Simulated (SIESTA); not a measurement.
Input and output of a self-consistent single point for W (Im-3m, 1 atom in the cell) (SIESTA).

Method: GGA PBE, numerical atomic orbitals DZP, PseudoDojo PBE standard norm-conserving potentials (rewritten from UPF to PSML) in SIESTA.

```xyz
1
Lattice="-1.5721 1.5721 1.5721 1.5721 -1.5721 1.5721 1.5721 1.5721 -1.5721" Properties=species:S:1:pos:R:3 pbc="T T T"
W      0.0000     0.0000     0.0000
```

Reference input (self-consistent single point, DFT, GGA PBE, numerical atomic orbitals DZP, PseudoDojo PBE standard norm-conserving potentials (rewritten from UPF to PSML)): XC.functional = GGA; XC.authors = PBE; potentials = PseudoDojo PBE standard; PAO.BasisSize = DZP; PAO.EnergyShift = 0.005 Ry; MeshCutoff = 350 Ry; kgrid.MonkhorstPack = 7 7 7; OccupationFunction = FD; ElectronicTemperature = 0.1 eV; MaxSCFIterations = 150; SCF.Mixer.Method = Pulay; SCF.Mixer.Weight = 0.2. This run's input differs from it in these lines:

```diff
@@ -26,8 +26,8 @@
 %block kgrid.MonkhorstPack
-    7   0   0  0.0
-    0   7   0  0.0
-    0   0   7  0.0
+   12   0   0  0.0
+    0  12   0  0.0
+    0   0  12  0.0
 %endblock kgrid.MonkhorstPack
 OccupationFunction           FD
-ElectronicTemperature        0.1 eV
+ElectronicTemperature        0.05 eV
```

The program printed (abridged):

```
        iscf     Eharris(eV)        E_KS(eV)     FreeEng(eV)     dDmax    Ef(eV) dHmax(eV)
   scf:    1    -2055.514327    -2063.120211    -2063.122779  1.363293 -3.203918  4.215293
   scf:    2    -2063.499903    -2063.316400    -2063.318996  0.141138 -3.475325  2.924142
   scf:    3    -2063.603880    -2063.497087    -2063.502112  0.257265 -4.007990  0.066139
   scf:    4    -2063.497217    -2063.497291    -2063.502315  0.011479 -3.990113  0.090878
   scf:    5    -2063.497495    -2063.497407    -2063.502436  0.004886 -4.008607  0.010789
   scf:    6    -2063.497408    -2063.497408    -2063.502439  0.000665 -4.010803  0.001186
   scf:    7    -2063.497408    -2063.497408    -2063.502439  0.000074 -4.010928  0.000156
   scf:    8    -2063.497408    -2063.497408    -2063.502439  0.000011 -4.010941  0.000003
mix: Pulay -- inversion failed, > SVD [rank/size] 3 / 5
   scf:    9    -2063.497408    -2063.497408    -2063.502439  0.000000 -4.010941  0.000000
SCF Convergence by DM+H criterion
max |DM_out - DM_in|         :     0.0000002683
max |H_out - H_in|      (eV) :     0.0000000311
SCF cycle converged after 9 iterations

Using DM_out to compute the final energy and forces

siesta: E_KS(eV) =            -2063.4974

siesta: E_KS - E_eggbox =     -2063.4974

siesta: Atomic forces (eV/Ang):
     1   -0.000000   -0.000000    0.000000
   Tot   -0.000000   -0.000000    0.000000
   Max    0.000000
   Res    0.000000    sqrt( Sum f_i^2 / 3N )
   Max    0.000000    constrained

Stress tensor Voigt[x,y,z,yz,xz,xy] (kbar):     -149.68     -149.68     -149.68        0.04        0.04        0.04
(Free)E + p*V (eV/cell)    -2062.0505
Target enthalpy (eV/cell)    -2063.5024

siesta: Program's energy decomposition (eV):
siesta: FreeEng =     -2063.502439

siesta: Stress tensor (static) (eV/Ang**3):
siesta:    -0.093422    0.000028    0.000028
siesta:     0.000028   -0.093422    0.000028
siesta:     0.000028    0.000028   -0.093422

siesta: Cell volume =         15.541771 Ang**3

siesta: Pressure (static):
siesta:                Solid            Molecule  Units
siesta:           0.00101750          0.00101750  Ry/Bohr**3
siesta:           0.09342225          0.09342225  eV/Ang**3
siesta:         149.67894401        149.67894401  kBar
```

The run converged in 9 iterations. Against the reference run the free energy goes down by 55.5 meV/atom and the pressure goes from 15.68 to 14.97 GPa.

The starting cell has typed, rounded lattice constants, without a prior relaxation at this level. Its lattice was rescaled by up to half a per cent. Spin polarisation is off. Values carry the incompleteness of an atom-centred basis. With a pressure of about 15 GPa the cell is away from its equilibrium volume at this level.

Cost on one core of a shared machine: roughly 40 s.
